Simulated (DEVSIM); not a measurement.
Device: abrupt GaAs p-n junction, at 300 K.

Layer 1 from the left is GaAs, thickness (μm) 0.700, Na (cm⁻³) 8.7e15, τn (s) 4.5e-8, τp (s) 4.5e-8. Layer 2 from the left is GaAs, thickness (μm) 2.20, Nd (cm⁻³) 6.3e15, τn (s) 4.5e-8, τp (s) 4.5e-8.

Left contact: ohmic. Right contact: ohmic. Voltage is applied to the left contact. Recombination: SRH at mid-gap, Auger. Mobility is constant in doping.

Constants are typed, rounded textbook-type inputs, not results; the design itself was drawn at random and stands for no fabricated device. Values at 300 K.

GaAs: gap (eV) 1.424, affinity (eV) 4.07, permittivity 12.9, Nc (cm⁻³) 4.7e17, Nv (cm⁻³) 9e18, μn (cm²/Vs) 8500, μp (cm²/Vs) 400, Cn (cm⁶/s) 1e-30, Cp (cm⁶/s) 1e-30.

Question: Estimate by hand the built-in potential, the peak field at zero bias, the capacitance at -3 V, and compare with a numerical solution.

Answer: 
- Built-in potential: ni = √(Nc Nv) exp(−Eg/2kT) = 2250000 cm⁻³ with Eg = 1.424 eV; Vbi = kT/q ln(Na Nd/ni²) = 1.133 V; numerical 1.133 V.
- Peak field at zero bias: depletion approximation: W = √(2εVbi/(qN)) = 0.665 μm with N = 3.65e15 cm⁻³; field = 2Vbi/W = 34100 V/cm; numerical 33300 V/cm (estimate above by 2.4 %).
- Capacitance at -3 V: C = √(qεN / 2(Vbi + |V|)) = 8.99 nF/cm²; numerical 9.05 nF/cm² (estimate below by 0.63 %).

Simulated with DEVSIM: 1D drift-diffusion, Boltzmann statistics, complete ionisation; no tunnelling, impact ionisation, image-force lowering or self-heating.
